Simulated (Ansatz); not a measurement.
**Ir: response to strain**

Take Ir in the fcc (Cu type) structure (space group Fm-3m, No. 225; a = 3.812 Å; relaxed with 0.1 eV smearing) as the base. Axes: x, y, z lie along the cube axes.

Strains are applied to the cell and any free atomic positions relax.

All numbers come from Ansatz (a quantum-chemistry and plane-wave program) LDA, no spin-orbit coupling.

Notes on the quantities. pressure: mean of the normal stresses, compression positive; energy relative to the base: free energy F.

| case | pressure | energy relative to the base | shortest interatomic distance |
|---|---|---|---|
| base | 0.0 GPa | 0 meV/atom | 269.5 pm |
| uniaxial strain ε_zz = −3.00 % | 13.5 GPa | ___ | 265.5 pm |
| uniaxial strain ε_zz = −2.50 % | 11.1 GPa | +19 meV/atom | 266.2 pm |
| uniaxial strain ε_zz = −2.00 % | 8.7 GPa | +12 meV/atom | ___ |
| uniaxial strain ε_zz = −1.00 % | 4.2 GPa | +3.0 meV/atom | 268.2 pm |
| uniaxial strain ε_zz = −0.50 % | 2.1 GPa | +0.7 meV/atom | 268.9 pm |
| uniaxial strain ε_zz = +0.50 % | -2.0 GPa | +0.7 meV/atom | 269.5 pm |
| uniaxial strain ε_zz = +1.00 % | -3.9 GPa | ___ | 269.5 pm |
| uniaxial strain ε_zz = +1.50 % | -5.7 GPa | +6.3 meV/atom | 269.5 pm |
| uniaxial strain ε_zz = +2.50 % | -9.2 GPa | +17 meV/atom | 269.5 pm |

Question: Some entries are withheld; estimate them.

Answer: 
- uniaxial strain ε_zz = −3.00 %, energy relative to the base: +28 meV/atom
- uniaxial strain ε_zz = −2.00 %, shortest interatomic distance: 266.9 pm
- uniaxial strain ε_zz = +1.00 %, energy relative to the base: +2.8 meV/atom

Stability against distortions was not tested. All final runs are without spin polarisation.
